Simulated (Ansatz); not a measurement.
**What O → Cl does to ZrO2**

Consider ZrO2 in the fluorite structure (space group Fm-3m, No. 225; a = 5.0893 Å).

Modification: every O is replaced by Cl; the structure is relaxed again.

Method: DFT with r2SCAN, PAW potentials and a 500 eV plane-wave cutoff in Ansatz (a first-principles code), no SOC. Settings: 13×13×13 k-points, 0.05 eV Fermi–Dirac smearing, for the changed cell.

```csv
quantity,base,changed,shift
density,6.21 g/cm³,4.25 g/cm³,-1.96 g/cm³
space group,Fm-3m (No. 225),Fm-3m (No. 225),–
shortest interatomic distance,2.204 Å,2.741 Å,+0.537 Å
band gap,3.89 eV,zero,–
```

Final structure:

```
ZrCl2
1.0
    0.00000     3.16479     3.16479
    3.16479     0.00000     3.16479
    3.16479     3.16479     0.00000
Zr Cl
1 2
Direct
  0.00000   0.00000   0.00000
  0.25000   0.25000   0.25000
  0.75000   0.75000   0.75000
```

Stability against distortions was not tested. As relaxed here, ZrCl2 is a hypothetical phase, not in the database extracts checked. The final runs are not spin-polarised. ZrCl2 has a high density of states at the Fermi level and may be magnetic at this level. This is not the structure that ZrO2 has at room temperature and ambient pressure.
